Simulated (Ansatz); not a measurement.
This concerns the energy of the reaction as written. Reaction: cell B → cell A. Negative: the products are lower in energy.

Cell A: a sheet of composition Ir, 1 atom, square cell of 2.45 Å (6.0 Å²), symmetry P4/mmm, 0.0 Å thick under 16 Å of vacuum, in-plane vectors relaxed; planes from bottom to top: Ir; a model cell; spin state with PBE: no moments, k-point mesh 24×24×1.
```yaml
crystal:
  lattice:
    - [2.45294, 0.00000, 0.00000]
    - [0.00000, 2.45294, 0.00000]
    - [0.00000, 0.00000, 16.00000]
  atoms:
    - { symbol: Ir, position: [0.00000, 0.00000, 0.50000] }
```

Cell B: a sheet of composition Ir, 1 atom, hexagonal cell of 2.56 Å (5.7 Å²), symmetry P6/mmm, 0.0 Å thick under 16 Å of vacuum, in-plane vectors relaxed; planes from bottom to top: Ir; a model cell; spin state with PBE: net moment 0.2 μB a cell, k-point mesh 30×30×1.
```xyz
1
Lattice="2.5637 0.0000 0.0000 -1.2818 2.2202 0.0000 0.0000 0.0000 16.0000" Properties=species:S:1:pos:R:3 pbc="T T T"
Ir     0.0000     0.0000     8.0000
```

All numbers come from Ansatz (a program for electronic structure), plane waves with PAW, its default PAW set, cutoff 420 eV, 500 eV for r2SCAN. The structures are at rest with PBE; other levels are single points on them. Neutral cells; Fermi-Dirac smearing of at most 0.10 eV in the solids, energies taken to zero width. The lattices are those relaxed with PBE, so at other levels the solids can be strained, which adds to the spread. A dispersion term (D3(BJ), or D4 for r2SCAN) was computed beside these levels and is taken off wherever the name lacks it. Nuclei at rest; no vibrational terms. Spin-orbit coupling is left out. No search over spin orders was made beyond those shown. The state moves with the level: B has a net moment of 0.6 μB with r2SCAN and 0.2 μB with PBE. Small moments in a metal shrink under a smearing of 0.1 eV, so the spin state is less sure. Cell A has symmetry P4/mmm and got no random move, so less symmetric positions, which may lie lower, weren't tried. Cell B has symmetry P6/mmm and got no random move, so less symmetric positions, which may lie lower, weren't tried.

**Question.** What is the computed value (PBE)?

**Answer.** 0.42 eV, for cell B → cell A.

**Question.** What do the other levels give, and how wide is the spread?

**Answer.** 
```tsv
Level	value (eV)	less PBE
r2SCAN	0.46	0.04
```

The levels span only 0.04 eV, too little to tell them apart.
